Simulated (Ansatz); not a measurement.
## HfO2 under a change: C on a O site, symmetric start

Take a 24-atom supercell of HfO$_{2}$ (space group P4_2/nmc, No. 137; a = 3.568 Å, c = 5.167 Å) at its relaxed geometry as the base.

Perturbation: one O atom is replaced by C, atoms relaxed at fixed cell.

Computed with PBEsol/PAW in Ansatz (a program for electronic structure), spin-orbit coupling left out, earlier PAW set. k-mesh 5×5×5 (Γ-centred); smearing 0.01 eV (Fermi–Dirac).

The pressure goes from zero to 4.2 GPa and the gap of the supercell shrinks by 4.45 eV, from 4.57 eV to 0.12 eV. The total moment of the cell is 2.0 μB and the energy gained by relaxation comes out as 0.22 eV. The largest displacement of a host atom from its site in the perfect cell is 0.09 Å and the mean distance from the defect site to its nearest host atoms increases by 0.07 Å, from 2.06 Å to 2.13 Å.

Final structure:

```yaml
crystal:
  lattice:
    - [3.56753, -3.56753, -5.16669]
    - [0.00000, 7.13506, 0.00000]
    - [3.56753, -3.56753, 5.16669]
  atoms:
    - { symbol: Hf, position: [0.00168, 0.98820, 0.99832] }
    - { symbol: Hf, position: [0.00168, 0.51180, 0.99832] }
    - { symbol: Hf, position: [0.49932, 0.99918, 0.50068] }
    - { symbol: Hf, position: [0.49932, 0.50082, 0.50068] }
    - { symbol: Hf, position: [0.00277, 0.50242, 0.50207] }
    - { symbol: Hf, position: [0.99892, 0.00093, 0.50293] }
    - { symbol: Hf, position: [0.49707, 0.49907, 0.00108] }
    - { symbol: Hf, position: [0.49793, 0.99758, 0.99723] }
    - { symbol: C, position: [0.90308, 0.25000, 0.09692] }
    - { symbol: O, position: [0.89382, 0.75000, 0.10618] }
    - { symbol: O, position: [0.40230, 0.25000, 0.59770] }
    - { symbol: O, position: [0.39908, 0.75000, 0.60092] }
    - { symbol: O, position: [0.65429, 0.25000, 0.34571] }
    - { symbol: O, position: [0.64744, 0.75000, 0.35256] }
    - { symbol: O, position: [0.14931, 0.25000, 0.85069] }
    - { symbol: O, position: [0.15024, 0.75000, 0.84976] }
    - { symbol: O, position: [0.10741, 0.25536, 0.40787] }
    - { symbol: O, position: [0.10741, 0.75992, 0.40787] }
    - { symbol: O, position: [0.59213, 0.24464, 0.89259] }
    - { symbol: O, position: [0.59213, 0.74008, 0.89259] }
    - { symbol: O, position: [0.85056, 0.25325, 0.64923] }
    - { symbol: O, position: [0.85056, 0.74654, 0.64923] }
    - { symbol: O, position: [0.35077, 0.24675, 0.14944] }
    - { symbol: O, position: [0.35077, 0.75346, 0.14944] }
```

Other magnetic orders, which the real material may have, were not ruled out. The cell is small, so the values are those of an ordered compound at a high defect concentration; dilute-limit values will differ. The defect started on the symmetric site and kept its symmetry, so it may sit on a saddle. Spin-orbit coupling, missing from the scalar runs, can matter with Hf. The defect cell is spin-polarised and ends with 2.0 μB. This is not the structure that HfO2 has at room temperature and ambient pressure.
